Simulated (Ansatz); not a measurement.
Consider a periodic stack without vacuum, rock-salt BaO (0 0 1) on germanium (0 0 1) (film strained to the substrate, started from cuts of the bulks and a machine-learned relaxation; slabs Ge12 and Ba4O4, which can lie off the formulas): substrate slab Ge12, film Ba4O4, surface cells [[1, 0], [1, 1]] and [[1, 0], [1, 1]], film strained by +3.3 and +3.3 %, outermost planes Ge/Ge and BaO/BaO as cut, which need not be the usual terminations and can put a slab off its formula. Its start:

```
CELL_PARAMETERS angstrom
      4.07294     0.00000     0.10882
      0.00000     4.07294    -0.00753
      1.11071    -0.05469    27.75730
ATOMIC_POSITIONS crystal
  Ge 0.10826 0.00865 0.08160
  Ge 0.63154 0.89391 0.03071
  Ge 0.51659 0.50192 0.18620
  Ge 0.04371 0.50832 0.13453
  Ge 0.96907 0.00025 0.29009
  Ge 0.49004 0.00213 0.23808
  Ge 0.45914 0.50585 0.39366
  Ge 0.97981 0.50128 0.34164
  Ge 0.91649 0.02815 0.49715
  Ge 0.44022 0.00840 0.44555
  Ge 0.36280 0.37857 0.59997
  Ge 0.88495 0.52940 0.55045
  Ba 0.27966 0.43224 0.76670
  Ba 0.83212 0.91784 0.66665
  Ba 0.16561 0.42950 0.96465
  Ba 0.72377 0.93464 0.86495
  O  0.77494 0.92422 0.76746
  O  0.33354 0.44267 0.66719
  O  0.65961 0.95226 0.96343
  O  0.23524 0.43314 0.86418
```

The start was prepared with a machine-learned potential, and the result is one local minimum, with the in-plane cell held and forces under 0.04 eV/Å; the film can end far from its bulk form.

Level of theory: PBE (plane waves to 420 eV, PAW; Ansatz, a first-principles code). Spin–orbit coupling is left out; PBE gaps are too small against experiment. Its k-point mesh 6×6×1, Fermi–Dirac width 0.05 eV.

### Question
Predict the relaxed interface.

### Answer
interface area: 16.6 Å²
period: 27.30 Å
heights between the nearest atoms of the two slabs at the two interfaces: 1.82 and 1.82 Å
Ba–Ge contacts across the interfaces within 1.22 times the sum of covalent radii: 12, mean 3.51 Å
Ge–O contacts across the interfaces within 1.22 times the sum of covalent radii: 2, mean 2.02 Å
spin-polarised check at this geometry: falls back to no moment
